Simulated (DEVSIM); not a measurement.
Device: Ti/HfO2/n-Si capacitor, at 400 K.

Layer 1 from the left is HfO2, thickness (nm) 12.0. Layer 2 from the left is Si, thickness (nm) 650, Nd (cm⁻³) 7.7e17.

Metal gate on the left, work function 4.33 eV. Fixed charge at the semiconductor interface -2.6e10 cm⁻² (in units of +e); interface traps 9.4e10 cm⁻² eV⁻¹, uniform in energy, neutral level at 0.5 of the gap above the valence band.

This is a model device: material constants are rounded textbook-type values typed into the input, and sizes, dopings and lifetimes were drawn at random. Values at 300 K; Nc and Nv go as T^1.5, mobilities as T to minus their exponent, the gap by Varshni's rule with the affinity fixed.

HfO2: gap (eV) 5.7, affinity (eV) 2.5, permittivity 22. Si: gap (eV) 1.124, affinity (eV) 4.05, permittivity 11.7, Nc (cm⁻³) 2.86e19, Nv (cm⁻³) 3.1e19, Varshni α (eV/K) 0.000473, Varshni β (K) 636.

Model (solved in DEVSIM): 1D Poisson equation in equilibrium, Boltzmann statistics, complete ionisation; no quantum confinement or tunnelling. Metal contacts follow the ideal Schottky-Mott rule: no Fermi-level pinning, no interface dipoles.

What does the simulation give for the flat-band voltage, the threshold voltage (band bending 2φF)?

flat-band voltage 0.15 V; threshold voltage (band bending 2φF) -0.96 V.
